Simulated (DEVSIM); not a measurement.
Structure: Al0.1Ga0.9As/GaAs p-n heterojunction, at 250 K.

| layer (left to right) | material | thickness (μm) | Nd (cm⁻³) | Na (cm⁻³) | τn (s) | τp (s) |
|---|---|---|---|---|---|---|
| 1 | Al0.1Ga0.9As | 0.0820 | - | 2.1e16 | 1.9e-8 | 1.9e-8 |
| 2 | GaAs | 0.510 | 2.1e16 | - | 1.9e-8 | 1.9e-8 |

Left contact: ohmic. Right contact: ohmic. Voltage is applied to the left contact. Recombination: SRH at mid-gap. Mobility is μmin + (μ − μmin)/(1 + (N/Nref)^α).

Constants are typed, rounded textbook-type inputs, not results; the design itself was drawn at random and stands for no fabricated device. Values at 300 K; Nc and Nv go as T^1.5, mobilities as T to minus their exponent, the gap by Varshni's rule with the affinity fixed.

```tsv
parameter	Al0.1Ga0.9As	GaAs
gap (eV)	1.5487	1.424
affinity (eV)	3.991	4.07
permittivity	12.62	12.9
Nc (cm⁻³)	5.17e17	4.7e17
Nv (cm⁻³)	9e18	9e18
μn (cm²/Vs)	6520	8500
μp (cm²/Vs)	317	400
μn,min	500	500
μp,min	20	20
Nref,n	6e16	6e16
Nref,p	1.5e17	1.5e17
αn	0.39	0.39
αp	0.38	0.38
T exponent of μn	2.1	2.1
T exponent of μp	2.2	2.2
Varshni α (eV/K)	0.000541	0.000541
Varshni β (K)	204	204
```

DEVSIM, 1D drift-diffusion, Boltzmann statistics, complete ionisation; no tunnelling, impact ionisation, image-force lowering or self-heating. Band offsets follow the typed affinities; no thermionic-emission limit at abrupt steps, no polarisation charge.

The thickness of layer 2 was swept, all else fixed.

| thickness of layer 2 (μm) | dark forward voltage at 1 A/cm² (V) | largest field in the device at zero bias (V/cm) | dark forward voltage at 100 A/cm² (V) |
|---|---|---|---|
| 0.1 | 1.062 | 86000 | 1.176 |
| 0.18 | 1.085 | 73000 | 1.193 |
| 0.31 | 1.098 | 70000 | 1.205 |
| 0.51 | 1.107 | 70000 | 1.214 |
| 0.87 | 1.114 | 70000 | 1.221 |
| 1.5 | 1.118 | 70000 | 1.226 |
| 2.5 | 1.121 | 70000 | 1.230 |

From the first row to the last the dark forward voltage at 1 A/cm² goes from 1.062 to 1.121. From the first row to the last the largest field in the device at zero bias goes from 86000 to 70000.
